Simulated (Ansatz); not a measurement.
A working Ansatz (a quantum-chemistry and plane-wave program) input for Hf3Fe2Si3 (Cmcm, 16 atoms in the cell) (DFT, PBEsol, plane waves, default PAW files made with PBE):

Ansatz 0.2 input:
```yaml
crystal:
  lattice:
    - [1.894928, -4.873544, 0.000000]
    - [1.894928, 4.873544, 0.000000]
    - [0.000000, 0.000000, 12.643407]
  atoms:
    - { symbol: Hf, position_ang: [1.894928, -4.113564, 4.888447] }
    - { symbol: Hf, position_ang: [1.894928, 4.113564, 7.754960] }
    - { symbol: Hf, position_ang: [1.894928, 4.113564, 11.210150] }
    - { symbol: Hf, position_ang: [1.894928, -4.113564, 1.433257] }
    - { symbol: Hf, position_ang: [1.894928, -1.333792, 3.160852] }
    - { symbol: Hf, position_ang: [1.894928, 1.333792, 9.482555] }
    - { symbol: Fe, position_ang: [1.894928, -2.731914, 11.612590] }
    - { symbol: Fe, position_ang: [1.894928, 2.731914, 1.030817] }
    - { symbol: Fe, position_ang: [1.894928, 2.731914, 5.290887] }
    - { symbol: Fe, position_ang: [1.894928, -2.731914, 7.352520] }
    - { symbol: Si, position_ang: [1.894928, -1.088262, 5.785117] }
    - { symbol: Si, position_ang: [1.894928, 1.088262, 6.858290] }
    - { symbol: Si, position_ang: [1.894928, 1.088262, 12.106821] }
    - { symbol: Si, position_ang: [1.894928, -1.088262, 0.536586] }
    - { symbol: Si, position_ang: [1.894928, 1.594234, 3.160852] }
    - { symbol: Si, position_ang: [1.894928, -1.594234, 9.482555] }
kpoints:
  mp_grid: { grid: [8, 8, 2] }
hamiltonian:
  xc: pbesol
  pseudopotentials: { kind: paw }
scf:
  occupations: { method: cold, width: 0.05 eV }
output:
  forces: true
  eigenvalues: true
  stress: true
```

The run converged in 10 iterations: free energy E − TS (on the zero of these files) -115125.9354 eV; Fermi level (on the code's own zero) 18.68 eV; pressure 3.56 GPa; largest force (vector length) 0.134 eV/Å. Each of these slips is then made, one at a time:

(1)
```diff
-  mp_grid: { grid: [8, 8, 2] }
+  mp_grid: { grid: [1, 1, 1] }
```

What happens in each case?


(1) A single k-point for a small metallic cell. The run converged in 12 iterations without an error; against the sound input the free energy rises by 379 meV/atom, the pressure goes from 3.56 to 2.58 GPa and the largest force goes from 0.134 to 1.978 eV/Å.

The starting cell comes from a database of computed structures (which also holds hypothetical and non-ambient phases and stackings), without a prior relaxation at this level. Its lattice was rescaled by a random factor within 2.5 % of one. Spin polarisation is off. With a pressure of about 4 GPa the cell is away from its equilibrium volume at this level. Ansatz's pressure includes its estimate of the finite-basis (Pulay) stress.
